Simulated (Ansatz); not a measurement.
## Al2O3: band gap against strain

Al2O3 (corundum, R-3c, 8.323 Å³/atom at rest, c along z) under an equal strain ε in the (0001) plane with the normal axis free, as in a coherent film. LDA in Ansatz, a plane-wave DFT program (PAW, default set), 420 eV, 9×9×9 Γ-centred mesh, Fermi-Dirac smearing 0.05 eV; ions are relaxed within the symmetry of each cell. Gaps are the smallest over the k-mesh and a band path, without spin-orbit coupling; in all rows the valence edge lies at Γ and the conduction edge at Γ.

Here s stands for strain and Eg for gap.

```csv
strain (%),gap (eV)
0.00,6.431
0.75,6.194
1.50,5.958
2.25,5.722
3.00,?
```

Fit Eg of the 4 rows that show it with a straight line. Means: s 1.1250, Eg 6.0762. About the means, the sum of products is -0.88612 and the sum of squares of s is 2.8125; the slope is their ratio. Least squares gives Eg = 6.4307 - 0.31507·s. Residuals (row less fit): 0.0003, -0.0004, -0.0001, 0.0002; standard error 0.0004 (degrees of freedom: 2). Over these rows the gap moves by -32 ± 0.02 eV per unit strain.

**Question.** Estimate the missing Eg (s = 3.00); what did the run itself give?

**Answer.** Eg = 6.4307 - 0.31507 × 3.00 = 5.4855 eV. The calculation gives 5.490 eV, 0.0045 eV above the prediction (0.5 % of the range of Eg in the table). The row lies outside the fitted rows, so this is an extrapolation. The fitted rows scatter only by rounding.

One order more, fitted to all 5 runs of the series, follows each within 0.001, so the miss is the next term of a smooth law. Rows are the converged runs of the series near zero and its far end; series whose fitted rows scatter by over a few per cent of the range, as at a crossing or softening among them, aren't shown in this form. Most that stay on the fit to the last digits aren't either.
